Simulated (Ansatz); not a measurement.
Take ZnSnO3 (space group R3c, No. 161) as the base.

```xyz
10
Lattice="2.6390 1.5236 4.6697 -2.6390 1.5236 4.6697 0.0000 -3.0473 4.6697" Properties=species:S:1:pos:R:3 pbc="T T T"
Zn     0.0000     0.0000     4.1333
Zn     0.0000     0.0000    11.1379
Sn     0.0000     0.0000     0.1762
Sn     0.0000     0.0000     7.1808
O      1.5971     0.0417     5.8030
O     -0.8347     1.3622     5.8030
O     -0.7624    -1.4040     5.8030
O      0.7624     1.6433     8.1378
O     -1.8043    -0.1614     8.1378
O      1.0419    -1.4819     8.1378
```

Cartesian axes are those of the cell as printed.

Level of theory: PBEsol in Ansatz (plane waves to 420 eV, PAW, without spin-orbit coupling), earlier PAW set.

For the base:

| Item | Value |
|---|---|
| Shortest interatomic distance | 1.995 Å |
| Valence-band top at Γ | 0.00, 0.00, -0.59 eV |
| Band gap | 1.24 eV |
| Pressure | 0.0 kbar |

Modification: uniaxial strain ε_zz = +4.97 %, all other strain components held at zero; the atoms relax in the strained cell.

How does this affect the shortest interatomic distance, energy relative to the base, valence-band top at Γ, band gap and pressure?

The shortest interatomic distance rises by 0.019 Å to 2.014 Å; the energy goes up by 21 meV/atom; the valence-band top at Γ (three highest levels, from the VBM) becomes 0.00, 0.00, -0.55 eV (base: 0.00, 0.00, -0.59 eV); the band gap falls by 0.37 eV, from 1.24 eV to 0.87 eV; the pressure (mean of the normal stresses, compression positive) goes from zero to -72.6 kbar.

No phonon test of stability was made.

Ansatz is a quantum-chemistry and plane-wave program.
